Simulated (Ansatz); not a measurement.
A user runs Ansatz (a program for electronic structure) on SiGe (P6_3mc, 8 atoms in the cell) and asks whether the run is sound. The aim is a self-consistent single point with DFT, PBEsol, plane waves, default PAW files made with PBE.

Cell that was meant: a = 4.0490 Å, b = 4.0490 Å, c = 13.2553 Å, α = 90.00°, β = 90.00°, γ = 120.00°.

Part of the input:

```yaml
# SiGe
crystal:
  lattice:
    - [7.65143500, 0.00000000, 0.00000000]
    - [-3.82571800, 6.62633600, 0.00000000]
    - [0.00000000, 0.00000000, 25.04883800]
  atoms:
    - { symbol: Ge, position: [0.00000000, 0.00000000, 0.00000000] }
    - { symbol: Ge, position: [0.00000000, 0.00000000, 0.50000000] }
```

Log, with long lists cut:

```
   [... lines left out ...]
PAW frozen core: Si, regenerated for the run's functional, and the local potential with it
Initial density: superposition of atomic densities (neutral atoms: chi_scale 0, normalization atom), corrected by the library's trained network
Initial wavefunctions: pseudopotential atomic-orbital guess
Eigensolver: davidson
Functional: x = pbesol(κ = 0.804, μ = 0.12345679012345678), c = pbesol(β = 0.046)
SCF iter   1: F=—  HF=-19464.712211 eV  |F-HF|=—  |Δ(HF+E_count)|=         —  Δρ=2.04e-3  dr2=1.74e-1  ethr=1.77e-3  ⟨swp⟩=4.0  Hψ=2478  notcnv=0
all-band conjugate gradients solve this SCF's bands
preconditioner: auto → LDOS
SCF iter   2: F=—  HF=-19464.686753 eV  |F-HF|=—  |Δ(HF+E_count)|=   2.55e-2  Δρ=9.06e-4  dr2=2.88e-2  ethr=2.42e-4  ⟨swp⟩=3.1  Hψ=1424  notcnv=0
   [... lines left out ...]
SCF iter   7: F=—  HF=-19464.687505 eV  |F-HF|=—  |Δ(HF+E_count)|=   1.76e-5  Δρ=8.64e-6  dr2=3.04e-6  ethr=2.20e-8  ⟨swp⟩=3.0  Hψ=1982  notcnv=0
SCF iter   8: F=—  HF=-19464.687506 eV  |F-HF|=—  |Δ(HF+E_count)|=   4.64e-7  Δρ=4.81e-6  dr2=1.31e-6  ethr=4.22e-9  ⟨swp⟩=2.0  Hψ=1638  notcnv=0
SCF iter   9: F=-19464.687506 eV  HF=-19464.687506 eV  |F-HF|=5.58e-8  |Δ(HF+E_count)|=   9.70e-8  Δρ=1.31e-6  dr2=7.38e-8  ethr=1.39e-10  ⟨swp⟩=3.6  Hψ=3303  notcnv=0
SCF 1 converged in 9 iterations: F = -19464.687506 eV  dr2 = 7.38e-8
Free energy (F): -19464.687506 eV
Internal energy: -19464.310870 eV  (E = F + TS)
E sigma→0 (E₀):  -19464.499188 eV
Entropy (-TS):   -0.376636 eV (-47.079 meV/atom)
Fermi energy:    -2.749523 eV
--- Forces (eV/Å), atoms counted from 1 ---
  atom   1  Ge    -0.00000000     0.00000000     0.01086668
  atom   2  Ge     0.00000000     0.00000000     0.01086668
  atom   3  Ge    -0.00000000     0.00000000     0.00695136
  atom   4  Ge     0.00000000    -0.00000000     0.00695136
  atom   5  Si     0.00000000    -0.00000000    -0.00848379
  atom   6  Si    -0.00000000     0.00000000    -0.00848379
  atom   7  Si    -0.00000000     0.00000000    -0.00933059
  atom   8  Si     0.00000000    -0.00000000    -0.00933059
--- Stress (GPa, compression-positive) ---
       -1.350617       0.000000      -0.000000
        0.000000      -1.350617       0.000000
       -0.000000       0.000000      -1.335036
  P = ⅓ Tr σ = -1.3454 GPa (-13.454 kbar)
  The stress holds the Pulay correction. Without it, at fixed plane waves, as pw.x and ABINIT print it: P = -1.3480 GPa
```

### Question
Is anything amiss in this input, and did it matter?

### Answer
The run is not sound. The fault is this: lattice typed in bohr, read as angstrom. Bohr and ångström differ by a factor of 1.89; the cell that the program reads is then far too large or far too small. To fix it, give the lengths in the unit that the key or card expects. The run converged in 9 iterations without an error; against the sound input the free energy goes up by 4.33 eV/atom, the pressure goes from -6.60 to -1.35 GPa and the largest force goes from 0.196 to 0.011 eV/Å.

The sound input it was made from differs as follows (other fixes are possible):
```diff
-    - [7.65143500, 0.00000000, 0.00000000]
-    - [-3.82571800, 6.62633600, 0.00000000]
-    - [0.00000000, 0.00000000, 25.04883800]
+    - [4.04896500, 0.00000000, 0.00000000]
+    - [-2.02448300, 3.50650600, 0.00000000]
+    - [0.00000000, 0.00000000, 13.25527400]
```

With that input, the run converged in 8 iterations: free energy E − TS (on the zero of these files) -19499.3574 eV; gap on the k-point mesh 0.28 eV; pressure -6.60 GPa; largest force (vector length) 0.196 eV/Å (DFT, PBEsol, plane waves, default PAW files made with PBE).

On the sound input: the starting cell was generated: these elements placed on a structure prototype, without a prior relaxation; it need not be a known phase or ordering of this composition. Its lattice was rescaled by a random factor within 2.5 % of one. With a pressure of about -7 GPa the cell is away from its equilibrium volume at this level. Ansatz's pressure includes its estimate of the finite-basis (Pulay) stress.
